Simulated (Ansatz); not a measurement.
## A self-consistent single point of SrAg5 (P6mm, 6 atoms in the cell) with Ansatz

Method: PBEsol, default PAW files made with PBE (plane waves; Ansatz, an electronic-structure program).

Input as run:

Ansatz 0.2 input:
```yaml
# SrAg5
crystal:
  lattice:
    - [5.727581, 0.000000, 0.000000]
    - [-2.863791, 4.960231, 0.000000]
    - [0.000000, 0.000000, 4.618715]
  atoms:
    - { symbol: Sr, position: [0.000000, 0.000000, 0.010826] }
    - { symbol: Ag, position: [0.666667, 0.333333, 0.000000] }
    - { symbol: Ag, position: [0.333333, 0.666667, 0.000000] }
    - { symbol: Ag, position: [0.500000, 0.000000, 0.500000] }
    - { symbol: Ag, position: [0.500000, 0.500000, 0.500000] }
    - { symbol: Ag, position: [0.000000, 0.500000, 0.500000] }
basis:
  ecutwfc: 420.0
kpoints:
  mp_grid: { grid: [7, 7, 7] }
hamiltonian:
  xc: pbesol
  pseudopotentials: { kind: paw }
scf:
  occupations: { method: gaussian, width: 0.1 }
output:
  forces: true
  eigenvalues: true
  stress: true
```

Output, abridged:

```
WARN the atoms were moved onto the symmetric positions of the space group found under crystal.symmetry.tolerance 1.0e-5 (fractional …
WARN ansatz: RAYON_NUM_THREADS=1 ignored (pool sized by the plan → 1); use --threads N
Pseudopotentials: kind: paw
Pseudopotential: Sr, paw, valence charge 10
Pseudopotential: Ag, paw, valence charge 19
Crystal: 6 atoms, lattice volume = 131.218 Å³
Basis set: ecut = 420 eV, 2619 PW (Γ), exchange–correlation on 80×80×64 points (8 copies of the dense FFT grid, shifted against one another)
Bands: 63, of which v1, the nominal top of the filled ones, is band 53 counted from 1 (52 counted from 0)
Symmetry: 12 space group operations
Space group: P6mm (ITA 183), of the structure as read, at distance tolerance 5.1e-5 Å
k-points: 32 of 343 (time reversal used)
PAW frozen core: Sr, regenerated for the run's functional, and the local potential with it
PAW frozen core: Ag, regenerated for the run's functional, and the local potential with it
Initial density: superposition of atomic densities (neutral atoms: chi_scale 0, normalization atom), corrected by the library's trained network
Initial wavefunctions: pseudopotential atomic-orbital guess
Eigensolver: davidson
Functional: x = pbesol(κ = 0.804, μ = 0.12345679012345678), c = pbesol(β = 0.046)
SCF iter   1: F=—  HF=-41104.483854 eV  |F-HF|=—  |Δ(HF+E_count)|=         —  Δρ=7.76e-3  dr2=7.62e-2  ethr=1.77e-3  ⟨swp⟩=7.5  Hψ=8554  notcnv=0  defer=19
all-band conjugate gradients solve this SCF's bands
preconditioner: auto → LDOS
SCF iter   2: F=—  HF=-41104.500788 eV  |F-HF|=—  |Δ(HF+E_count)|=   1.69e-2  Δρ=1.11e-2  dr2=1.26e-1  ethr=7.26e-5  ⟨swp⟩=2.0  Hψ=4228  notcnv=0  defer=120
SCF iter   3: F=—  HF=-41104.464294 eV  |F-HF|=—  |Δ(HF+E_count)|=   3.65e-2  Δρ=1.09e-3  dr2=1.88e-3  ethr=7.26e-5  ⟨swp⟩=2.0  Hψ=3749  notcnv=0  defer=120
SCF iter   4: F=—  HF=-41104.463828 eV  |F-HF|=—  |Δ(HF+E_count)|=   4.67e-4  Δρ=2.27e-4  dr2=1.21e-4  ethr=1.79e-6  ⟨swp⟩=2.0  Hψ=2779  notcnv=0  defer=120
SCF iter   5: F=—  HF=-41104.463796 eV  |F-HF|=—  |Δ(HF+E_count)|=   3.17e-5  Δρ=9.49e-5  dr2=1.07e-5  ethr=1.15e-7  ⟨swp⟩=2.0  Hψ=2791  notcnv=0  defer=120
SCF iter   6: F=—  HF=-41104.463852 eV  |F-HF|=—  |Δ(HF+E_count)|=   5.59e-5  Δρ=5.17e-5  dr2=3.00e-6  ethr=1.02e-8  ⟨swp⟩=2.0  Hψ=3571  notcnv=0  defer=120
SCF iter   7: F=—  HF=-41104.463851 eV  |F-HF|=—  |Δ(HF+E_count)|=   6.14e-7  Δρ=1.40e-5  dr2=2.45e-7  ethr=2.86e-9  ⟨swp⟩=2.0  Hψ=2565  notcnv=0  defer=120
SCF iter   8: F=-41104.463851 eV  HF=-41104.463851 eV  |F-HF|=7.57e-9  |Δ(HF+E_count)|=   4.25e-8  Δρ=2.73e-6  dr2=1.04e-8  ethr=9.52e-11  ⟨swp⟩=9.9  Hψ=8326  notcnv=0
SCF 1 converged in 8 iterations: F = -41104.463851 eV  dr2 = 1.04e-8
SCF converged after 8 iterations
Free energy (F): -41104.463851 eV
Harris-Foulkes:  -41104.463851 eV  (|F-HF|=7.57e-9)
Internal energy: -41104.450265 eV  (E = F + TS)
E sigma→0 (E₀):  -41104.457058 eV
Entropy (-TS):   -0.013586 eV (-2.264 meV/atom)
Fermi energy:    13.289394 eV
--- Per-component energies (eV) ---
  E_band       = -1615.656281
  E_kinetic    = 2878.724083
  E_local      = -15394.247281  (includes V_loc(G=0)·N_el)
  E_nonlocal   = 614.174007
  E_hartree    = 6856.845047
  E_xc         = -1088.628436
  E_vxc        = -1331.349698  (∫ρ·V_xc dr)
  E_paw        = -21816.112780  (= ΣΔE_a)
  E_vpaw       = -2096.652702  (= ΣTr[D̂ρ^β])
  E_aug_tail   = 0.001448  (compensation charges beyond the density's cutoff)
  E_ewald      = -13156.954397
  E_core_change = 1.748043  (= ΣΔE_core)
  E_smearing   = -0.013586  (= −TS)
  E_closure    = 0.000000  (closes the sum)
  Σ components = -41104.463851   (vs F -41104.463851, Δ=0.00e0)
--- Forces (eV/Å), atoms counted from 1 ---
  atom   1  Sr    -0.00000000    -0.00000000    -0.02908296
  atom   2  Ag     0.00000000     0.00000000    -0.00740318
  atom   3  Ag    -0.00000000    -0.00000000    -0.00740318
  atom   4  Ag     0.00000000     0.00000000     0.01463548
  atom   5  Ag     0.00000000     0.00000000     0.01463548
  atom   6  Ag     0.00000000    -0.00000000     0.01463548
  max |Σ_I F_I| component: 1.71e-5 eV/Å
--- Stress (GPa, compression-positive) ---
       -3.110915       0.000000      -0.000000
        0.000000      -3.110915       0.000000
       -0.000000       0.000000      -3.431753
  P = ⅓ Tr σ = -3.2179 GPa (-32.179 kbar)
  The stress holds the Pulay correction. Without it, at fixed plane waves, as pw.x and ABINIT print it: P = -3.2466 GPa
--- Band table (eV; the first three rows and the last of 32) ---
  k-point 0: bands = ["-78.7836", "-78.7815", "-78.7069", "-78.6982", "-78.6982", "-42.3262", "-42.2870", "-42.2870", "-42.2844", "-42.2844", "-42.2699", "-42.2683", "-42.2228", "-42.2228", "-42.1951", "-42.1951", "-42.1689", "-42.1526", "-42.1399", [...]
  k-point 1: bands = ["-78.7834", "-78.7815", "-78.7071", "-78.6982", "-78.6982", "-42.3189", "-42.2977", "-42.2912", "-42.2912", "-42.2829", "-42.2829", "-42.2404", "-42.2237", "-42.2237", "-42.1909", "-42.1909", "-42.1689", "-42.1601", "-42.1405", [...]
  k-point 2: bands = ["-78.7830", "-78.7815", "-78.7076", "-78.6982", "-78.6982", "-42.3206", "-42.2995", "-42.2995", "-42.2993", "-42.2795", "-42.2795", "-42.2259", "-42.2259", "-42.2173", "-42.1825", "-42.1825", "-42.1800", "-42.1688", "-42.1417", [...]
  k-point 31: bands = ["-78.7821", "-78.7820", "-78.7040", "-78.7022", "-78.6982", "-42.3062", "-42.3057", "-42.2969", "-42.2928", "-42.2853", "-42.2754", "-42.2154", "-42.2081", "-42.2003", "-42.1897", "-42.1884", "-42.1787", "-42.1767", [...]
```

The run converged in 8 iterations.

The starting cell comes from a database of computed structures (which also holds hypothetical and non-ambient phases and stackings), without a prior relaxation at this level. Its lattice was rescaled by up to half a per cent. One atom was moved a little off its site on purpose. With a pressure of about -3 GPa the cell is away from its equilibrium volume at this level. Ansatz's pressure includes its estimate of the finite-basis (Pulay) stress.
